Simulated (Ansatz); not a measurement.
The cell is built on a prototype and need not be the phase stable at ambient conditions.

By PBEsol, the system below comes out a metal.

Without scattering a metal conducts by its projected Fermi surface.

Here is the system:

```
CELL_PARAMETERS angstrom
      2.77068     0.00000     0.00000
      0.00000     2.77068     0.00000
      0.00000     0.00000     2.76643
ATOMIC_POSITIONS crystal
  Be 0.50000 0.50000 0.50000
  Ir 0.00000 0.00000 0.00000
```

Space group of this cell: P4/mmm, CsCl type. The cell was relaxed by PBE-D3(BJ); by PBEsol its mean pressure is 1.8 GPa.

The current flows along the normal of the first two printed cell vectors. No spin-orbit coupling; the value is a mean over 0.1 eV about the Fermi level.

### Question
Compute, with Ansatz (a quantum-chemistry and plane-wave program) with PBEsol, the ballistic conductance per area.

### Answer
1.5 × 10¹⁵ S/m² for both spins.
